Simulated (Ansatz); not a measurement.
The starting structures come from a database of crystals and need not be the phases stable at ambient conditions.

The decay constant κ of evanescent states in the gap governs leakage through a thin film.

Consider the following.

```
CELL_PARAMETERS angstrom
      5.50092     0.00000     0.00000
      0.00000     9.39474     0.00000
      0.00000     4.69737     2.71203
ATOMIC_POSITIONS crystal
  Zr 0.00000 0.00000 0.00000
  H  0.55272 0.33333 0.00000
  H  0.44728 0.66667 0.00000
  P  0.29799 0.33333 0.00000
  P  0.70201 0.66667 0.00000
  O  0.21656 0.64137 0.49060
  O  0.78344 0.35863 0.50940
  O  0.21656 0.13197 0.09469
  O  0.78344 0.86803 0.90531
  O  0.21656 0.22666 0.41471
  O  0.78344 0.77334 0.58529
```

Space group of this cell: P-3. The cell was relaxed by PBE-D3(BJ); by PBEsol its mean pressure is -1.1 GPa.

Transport runs along the normal of the first two printed cell vectors, the (110) plane of the conventional cell.

The gap is the functional's own. No spin-orbit coupling. Mid-gap values are interpolated on the energy grid.

Problem. Estimate the band gap and the smallest decay constant κ at mid-gap that PBEsol run with Ansatz (a quantum-chemistry and plane-wave program) returns for this system.

Solution. Gap 4.52 eV on a 6×12×12 mesh; κ = 0.396 1/Å, at the zone centre.
